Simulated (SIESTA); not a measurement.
**A short convergence ladder for Al (Fm-3m, 1 atom in the cell)**

```xyz
1
Lattice="0.0000 2.0311 2.0311 2.0311 0.0000 2.0311 2.0311 2.0311 0.0000" Properties=species:S:1:pos:R:3 pbc="T T T"
Al     0.0000     0.0000     0.0000
```

Base method: GGA PBEsol, numerical atomic orbitals DZP, PseudoDojo PBEsol standard norm-conserving potentials (rewritten from UPF to PSML) run with SIESTA.

Base settings: XC.functional = GGA; XC.authors = PBEsol; potentials = PseudoDojo PBEsol standard; PAO.BasisSize = DZP; PAO.EnergyShift = 0.01 Ry; MeshCutoff = 400 Ry; kgrid.MonkhorstPack = 5 5 5; OccupationFunction = MP; OccupationMPOrder = 0; ElectronicTemperature = 1160.45 K.

**The setting basis size**

Level: DFT, GGA PBEsol, numerical atomic orbitals TZP, PseudoDojo PBEsol standard norm-conserving potentials (rewritten from UPF to PSML).

Moved along: PAO.BasisSize.

The second cell is the first with its lattice scaled by 0.98.

The mesh stays at the base's, so the ladder's end is converged at best in this setting alone.

The sets are ordered by size and need not be nested.

Only quantities that move along the ladder and can be compared are tabulated.

| basis (functions) | energy of the compressed cell less the first (meV/atom) | pressure (GPa) |
|---|---|---|
| SZ (4) | 116.30 | 14.65 |
| DZ (8) | 50.10 | 4.64 |
| SZP (9) | 60.41 | 6.37 |
| DZP (13) | 10.95 | -0.62 |
| TZP (17) | 11.50 | -0.73 |

Coarsest basis (functions) that holds the energy of the compressed cell less the first within 2 meV/atom of the last step, with all finer ones: DZP (13); the step before is off by 49 meV/atom.

Coarsest basis (functions) that holds the pressure within 0.5 GPa of the last step, with all finer ones: DZP (13); the step before is off by 7.1 GPa.

On the base run: the starting cell has typed, rounded lattice constants, without a prior relaxation at this level. Its lattice was rescaled by up to half a per cent. Values carry the incompleteness of an atom-centred basis. Without a gap this mesh is coarse (it stands for a supercell whose shortest vector is 14 Å).

Left out of this page: 1 run of the series failed or unconverged.
